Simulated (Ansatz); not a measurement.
**Effect of In on a B site on TiB2**

Start from a 12-atom supercell of TiB₂ (space group P6/mmm, No. 191; a = 3.032 Å, c = 3.224 Å) at its relaxed geometry.

It is then changed as follows: one B atom is replaced by In, atoms relaxed at fixed cell, starting from a slightly rattled geometry.

Level of theory: PBE in Ansatz (plane waves to 420 eV, PAW, spin-orbit coupling left out), earlier PAW set. k-mesh 12×12×12 (Γ-centred); smearing 0.05 eV (Fermi–Dirac).

```csv
quantity,base,changed,shift
pressure,0.0 GPa,50.3 GPa,+50.3 GPa
largest displacement of a host atom from its site in the perfect cell,–,0.24 Å,–
mean distance from the defect site to its nearest host atoms,1.75 Å,1.99 Å,+0.24 Å
```

Final structure:

```xyz
12
Lattice="6.0637 0.0000 0.0000 -3.0318 5.2513 0.0000 3.0318 5.2513 3.2243" Properties=species:S:1:pos:R:3 pbc="T T T"
Ti     0.0016    -0.1800    -0.0123
Ti    -1.6637     2.7044    -0.0123
Ti     3.0334    -0.0075    -0.0123
Ti     1.6669     2.7044    -0.0123
In     3.0334     6.9942     1.5997
B      4.5424     4.3646     1.5998
B      0.0016     7.0022     1.5998
B      1.5244     4.3646     1.5998
B      4.7569     5.9992     1.5999
B      6.0652     3.7329     1.5999
B      1.3100     5.9992     1.5999
B      3.0334     3.4934     1.5998
```

The cell is small, so the values are those of an ordered compound at a high defect concentration; dilute-limit values will differ. The final runs are not spin-polarised. The defect cell is not spin-polarised.

Ansatz is a first-principles code.
